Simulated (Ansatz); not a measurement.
**PdTe (model structure, within 0.1 Å of Pm-3m, No. 221, 4 atoms in the cell): properties by level of theory**

```tsv
level (code)	bulk modulus (GPa)	cohesive energy (eV/atom)
LDA (Ansatz)	133	(withheld)
PBEsol (Ansatz)	123	3.77
r²SCAN (Ansatz)	106	(withheld)
```

Problem. What belongs in the gaps?

Solution. 
- LDA (Ansatz, a first-principles code), cohesive energy (eV/atom): 4.29
- r²SCAN (Ansatz), cohesive energy (eV/atom): 3.22

Caveats: the bulk modulus is −V dP/dV from two relaxed cells at ±2 % in volume (LDA, PBEsol, r²SCAN). Ansatz's density-functional and Hartree–Fock values are scalar-relativistic unless marked +SOC, with PAW data made under PBE.

Unless a cell is named, each level is at its own relaxed cell (LDA 19.06, PBEsol 19.51, r²SCAN 20.33 Å³/atom).

Free atoms are spin-polarised, in the lowest state found; at levels without +SOC their spin–orbit coupling is left out.

The computed numbers hold no vibrational or temperature effects.

A model structure was made by putting elements into a prototype or built by hand; it is no filed structure, need not be a known phase, and can be a saddle point held by its symmetry.
